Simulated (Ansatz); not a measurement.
The parent structure is GaAs in the zinc blende structure (space group F-43m, No. 216).

```
CELL_PARAMETERS angstrom
      0.00000     2.80140     2.80140
      2.80140     0.00000     2.80140
      2.80140     2.80140     0.00000
ATOMIC_POSITIONS crystal
  Ga 0.00000 0.00000 0.00000
  As 0.25000 0.25000 0.25000
```

Cartesian axes are those of the cell as printed.

Computed with LDA (Ansatz, an electronic-structure program; PAW; 420 eV plane waves; scalar-relativistic without spin-orbit coupling).

Strains are applied to the cell and any free atomic positions relax; under biaxial strain the out-of-plane vector relaxes too.

One change was made to it. Results:

The band gap increases by 0.04 eV, from 0.49 eV to 0.53 eV; the valence-band top at Γ (three highest levels, from the VBM) goes from 0.00, 0.00, 0.00 eV to 0.00, 0.00, -0.12 eV.

Which of these changes matches the shifts?
A. biaxial strain +0.50 %, plane normal [001], relaxed out of plane
B. biaxial strain −1.00 %, plane normal [001], relaxed out of plane
C. biaxial strain −2.50 %, plane normal [001], relaxed out of plane
D. biaxial strain +2.50 %, plane normal [001], relaxed out of plane

B, biaxial strain −1.00 %, plane normal [001], relaxed out of plane. For comparison, the band gap in the other runs: biaxial strain +2.50 %, plane normal [001], relaxed out of plane gives 0.11 eV; biaxial strain −2.50 %, plane normal [001], relaxed out of plane gives 0.59 eV; biaxial strain +0.50 %, plane normal [001], relaxed out of plane gives 0.41 eV.

Whether these cells are dynamically stable was not tested. A zero or small gap of GaAs under biaxial strain +2.50 %, plane normal [001], relaxed out of plane can be the functional's error rather than a property of the material.
